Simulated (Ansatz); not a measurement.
Consider the following.

End structure of the (322) surface of fcc Au in its 1x1 cell, outermost plane spacing 0.50 Å in the ideal cut:

```
CELL_PARAMETERS angstrom
      2.93959     0.00000     0.00000
      0.00000    12.12025     0.00000
      0.00000     0.00000    26.50000
ATOMIC_POSITIONS crystal
  Au 0.50000 0.23644 0.31768
  Au 0.00000 0.43630 0.32804
  Au 0.50000 0.63118 0.34791
  Au 0.00000 0.82892 0.36493
  Au 0.50000 0.02935 0.37855
  Au 0.00000 0.22973 0.40825
  Au 0.50000 0.44111 0.42485
  Au 0.00000 0.64764 0.44415
  Au 0.50000 0.85329 0.46091
  Au 0.00000 0.05498 0.48017
  Au 0.50000 0.26471 0.50000
  Au 0.00000 0.47443 0.51983
  Au 0.50000 0.67612 0.53909
  Au 0.00000 0.88177 0.55585
  Au 0.50000 0.08831 0.57515
  Au 0.00000 0.29968 0.59175
  Au 0.50000 0.50006 0.62145
  Au 0.00000 0.70049 0.63507
  Au 0.50000 0.89823 0.65209
  Au 0.00000 0.09311 0.67196
  Au 0.50000 0.29297 0.68232
```

Model: 21-atom slab, 10.1 Å thick at the start (thin: gaps and levels are the slab's own), 13x3x1 mesh, Fermi-Dirac 0.1 eV, dipole correction, all atoms relaxed; start symmetry kept, larger cells not searched; no spin, no spin-orbit, no U.

Give the surface energy (mean of both faces) at the level PBE (Ansatz, a quantum-chemistry and plane-wave program).

0.78 J/m²

What work function of the top face does PBE give?

5.14 eV
